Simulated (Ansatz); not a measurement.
# PBE against PBEsol: hypothetical ReO3 type LaBr3, biaxial strain +3.00 %, plane normal [001], relaxed out of plane

Base system: LaBr₃ in the ReO3 type structure (space group Pm-3m, No. 221; a = 5.885 Å; a hypothetical phase, not in the database extracts checked). Axes: x, y, z lie along the cube axes.

(Cell as relaxed with PBE.)

Levels (all Ansatz, a first-principles code, PAW): PBE (420 eV, spin-orbit coupling left out); PBEsol (420 eV, no SOC).

Each level relaxes its own structure.

```
base                      PBE    PBEsol
-------------------  --------  --------
volume per atom      50.96 Å³  48.85 Å³
lattice parameter a   5.885 Å   5.803 Å
band gap              3.38 eV   3.52 eV
```

Now apply this change: tensile biaxial strain of 3.00 % in the plane normal to [001], as in epitaxy on a mismatched substrate; the out-of-plane cell vector and the atoms relax.

```csv
quantity,PBE,PBEsol
mean in-plane stress (compression positive),-1.7 GPa,(withheld)
volume per atom,53.86 Å³,(withheld)
```

Task: What does PBEsol give?

Result: 
- mean in-plane stress (compression positive), PBEsol: -1.9 GPa
- volume per atom, PBEsol: 51.66 Å³

PBE's in-plane stress lies 0.2 GPa above PBEsol's; PBE's volume per atom lies 2.194 Å³ above PBEsol's (4.2 %). Neither level is exact; PBEsol is the comparison here, not a measurement.

Gaps are read on the SCF mesh and a high-symmetry path. Stability against distortions was not tested.
